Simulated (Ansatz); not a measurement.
Partial pair distribution functions of a relaxed model of amorphous Ti20O43B2, broadened by 0.06 Å; density 3.47 g/cm³. Computed with PBE, scalar-relativistic without spin-orbit coupling (plane waves to 420 eV, PAW; Ansatz, a program for electronic structure).

The cell was made by melting and quenching with the CHGNet potential and then relaxed with DFT. O atoms were pushed apart under 1.9 Å during the dynamics, to hinder bonds among them. The hot cell started wider than the set density and was brought back towards it in steps. It is the lowest in DFT energy of 2 quenches. It is a model cell: composition and starting density were chosen by hand, and all elements were melted together. No dispersion term was used. Its density started from a set value of 3.47 and ended at 3.47 g/cm³. The quench (nominally 300 K/ps over its main leg) was far faster than any real one, so the model tends to hold more defects than a real film. A cell of this size samples the disorder only roughly. The volume was held where the preparation left it and the shape relaxed, at a PBE pressure of 2.3 GPa. Stress components on the final sampling reach 2.3 GPa. On a 2×2×2 Γ-centred mesh force components of up to 0.13 eV/Å stay, since the relaxation ran on the zone centre alone.

```json
[
 {"r (Å)": "1.10", "g Ti-O": "0.00", "g O-B": "0.00", "g Ti-Ti": "0.00", "g O-O": "0.00"},
 {"r (Å)": "1.20", "g Ti-O": "0.00", "g O-B": "0.49", "g Ti-Ti": "0.00", "g O-O": "0.00"},
 {"r (Å)": "1.30", "g Ti-O": "0.00", "g O-B": "8.29", "g Ti-Ti": "0.00", "g O-O": "0.00"},
 {"r (Å)": "1.40", "g Ti-O": "0.00", "g O-B": "13.11", "g Ti-Ti": "0.00", "g O-O": "0.00"},
 {"r (Å)": "1.50", "g Ti-O": "0.00", "g O-B": "1.72", "g Ti-Ti": "0.00", "g O-O": "0.00"},
 {"r (Å)": "1.60", "g Ti-O": "0.10", "g O-B": "0.02", "g Ti-Ti": "0.00", "g O-O": "0.00"},
 {"r (Å)": "1.70", "g Ti-O": "1.56", "g O-B": "0.00", "g Ti-Ti": "0.00", "g O-O": "0.00"},
 {"r (Å)": "1.80", "g Ti-O": "4.91", "g O-B": "0.00", "g Ti-Ti": "0.00", "g O-O": "0.00"},
 {"r (Å)": "1.90", "g Ti-O": "6.03", "g O-B": "0.00", "g Ti-Ti": "0.00", "g O-O": "0.00"},
 {"r (Å)": "2.00", "g Ti-O": "4.77", "g O-B": "0.00", "g Ti-Ti": "0.00", "g O-O": "0.00"},
 {"r (Å)": "2.10", "g Ti-O": "1.84", "g O-B": "0.00", "g Ti-Ti": "0.00", "g O-O": "0.00"},
 {"r (Å)": "2.20", "g Ti-O": "0.91", "g O-B": "0.00", "g Ti-Ti": "0.00", "g O-O": "0.06"},
 {"r (Å)": "2.30", "g Ti-O": "0.68", "g O-B": "0.00", "g Ti-Ti": "0.00", "g O-O": "0.27"},
 {"r (Å)": "2.40", "g Ti-O": "0.12", "g O-B": "0.00", "g Ti-Ti": "0.00", "g O-O": "0.88"},
 {"r (Å)": "2.50", "g Ti-O": "0.00", "g O-B": "0.00", "g Ti-Ti": "0.00", "g O-O": "1.26"},
 {"r (Å)": "2.60", "g Ti-O": "0.00", "g O-B": "0.04", "g Ti-Ti": "0.00", "g O-O": "1.99"},
 {"r (Å)": "2.70", "g Ti-O": "0.04", "g O-B": "0.52", "g Ti-Ti": "0.00", "g O-O": "2.84"},
 {"r (Å)": "2.80", "g Ti-O": "0.20", "g O-B": "0.80", "g Ti-Ti": "0.08", "g O-O": "3.03"},
 {"r (Å)": "2.90", "g Ti-O": "0.20", "g O-B": "0.67", "g Ti-Ti": "0.74", "g O-O": "2.30"},
 {"r (Å)": "3.00", "g Ti-O": "0.27", "g O-B": "0.58", "g Ti-Ti": "1.70", "g O-O": "1.64"},
 {"r (Å)": "3.10", "g Ti-O": "0.44", "g O-B": "0.14", "g Ti-Ti": "2.54", "g O-O": "1.08"},
 {"r (Å)": "3.20", "g Ti-O": "0.51", "g O-B": "0.62", "g Ti-Ti": "2.02", "g O-O": "1.10"},
 {"r (Å)": "3.30", "g Ti-O": "0.71", "g O-B": "1.46", "g Ti-Ti": "1.46", "g O-O": "1.00"},
 {"r (Å)": "3.40", "g Ti-O": "0.89", "g O-B": "1.25", "g Ti-Ti": "1.80", "g O-O": "0.63"},
 {"r (Å)": "3.50", "g Ti-O": "0.83", "g O-B": "1.33", "g Ti-Ti": "3.12", "g O-O": "0.78"},
 {"r (Å)": "3.60", "g Ti-O": "0.86", "g O-B": "1.57", "g Ti-Ti": "2.79", "g O-O": "0.73"},
 {"r (Å)": "3.70", "g Ti-O": "1.23", "g O-B": "2.00", "g Ti-Ti": "1.57", "g O-O": "0.64"},
 {"r (Å)": "3.80", "g Ti-O": "1.27", "g O-B": "1.72", "g Ti-Ti": "1.09", "g O-O": "0.60"},
 {"r (Å)": "3.90", "g Ti-O": "1.12", "g O-B": "0.69", "g Ti-Ti": "0.68", "g O-O": "0.68"},
 {"r (Å)": "4.00", "g Ti-O": "1.34", "g O-B": "0.73", "g Ti-Ti": "0.54", "g O-O": "0.73"},
 {"r (Å)": "4.10", "g Ti-O": "1.41", "g O-B": "1.05", "g Ti-Ti": "0.61", "g O-O": "0.67"},
 {"r (Å)": "4.20", "g Ti-O": "1.57", "g O-B": "1.41", "g Ti-Ti": "0.35", "g O-O": "0.61"},
 {"r (Å)": "4.30", "g Ti-O": "1.51", "g O-B": "1.60", "g Ti-Ti": "0.75", "g O-O": "0.63"},
 {"r (Å)": "4.40", "g Ti-O": "1.14", "g O-B": "1.06", "g Ti-Ti": "0.42", "g O-O": "0.75"},
 {"r (Å)": "4.50", "g Ti-O": "1.14", "g O-B": "0.49", "g Ti-Ti": "0.30", "g O-O": "0.81"}
]
```

Within 2.46 Å each Ti has 5.30 O neighbours on average.
